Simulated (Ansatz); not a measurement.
**Response to strain in Se**

The reference is Se (space group P3_121, No. 152; made of chains).

```cif
data_Se3
_chemical_formula_sum 'Se3'
_space_group_name_H-M_alt 'P3121'
_space_group_IT_number 152
_space_group_name_Hall 'P 31 2"'
_cell_length_a 4.50658
_cell_length_b 4.50658
_cell_length_c 4.98884
_cell_angle_alpha 90.000
_cell_angle_beta 90.000
_cell_angle_gamma 120.000
loop_
_atom_site_label
_atom_site_type_symbol
_atom_site_symmetry_multiplicity
_atom_site_Wyckoff_symbol
_atom_site_fract_x
_atom_site_fract_y
_atom_site_fract_z
_atom_site_occupancy
Se1 Se 3 b 0.78311 0.78311 0.50000 1
```

Strains are applied to the cell and any free atomic positions relax.

The values are results of DFT with r2SCAN, PAW potentials and a 500 eV plane-wave cutoff in Ansatz (a first-principles code), scalar-relativistic without spin-orbit coupling, earlier PAW set, not measurements.

| isotropic strain (%) | band gap (eV) |
|---|---|
| -1.02 | 1.38 |
| 0 | 1.33 |
| 0.66 | ? |
| 4.46 | 1.04 |

Question: Fit E_g = E₀ + Dε (ε in %) to the rows shown and predict the withheld row.

Answer: Least squares on the printed values gives E₀ = 1.32 eV, D = -62.9 meV per % of strain (largest residual 0.01 eV); this predicts 1.28 eV, and the run gives 1.30 eV, 0.02 higher.

Whether these cells are dynamically stable was not tested. No dispersion term is included, though the crystal is made of layers, chains or molecules, so its spacings can come out too wide.
